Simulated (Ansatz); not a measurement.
## AgRhO2 (space group R-3m, No. 166; a model cell, its experimental status unchecked)

AgRhO2 is modelled in the trigonal space group R-3m, hexagonal axes (No. 166), Pearson symbol hR4. Conventional cell: a = b = 3.0535 Å, c = 18.5756 Å, α = β = 90.00°, γ = 120.00°. Ag on 3a is coordinated by 2 O at 2.095 Å (linear). Rh on 3b sees 6 O at 2.027 Å (octahedral). O on 6c sees 3 Rh at 2.027 Å and 1 Ag at 2.095 Å (tetrahedral). (Neighbours: up to the widest gap in distance over summed covalent radii, below 1.35, at either atom; cation-cation and far metal-metal contacts left out.)
(The calculation used a cell of 4 atoms; values per cell refer to that cell.)

All numbers come from Ansatz (an electronic-structure program) PBEsol, no spin-orbit coupling. Γ-centred 12×12×12 mesh, Fermi–Dirac width 0.05 eV.

The volume per atom comes out as 12.50 Å³ and the density is 8.06 g/cm³. The band gap is 0.42 eV, indirect, S₂–F (12 % along) → k = (0.083, 0.417, 0.417) in the run's primitive reciprocal basis and the total energy is -3744.967 eV/atom (σ→0; compares only within this code and set-up).

No phonon test of stability was made.
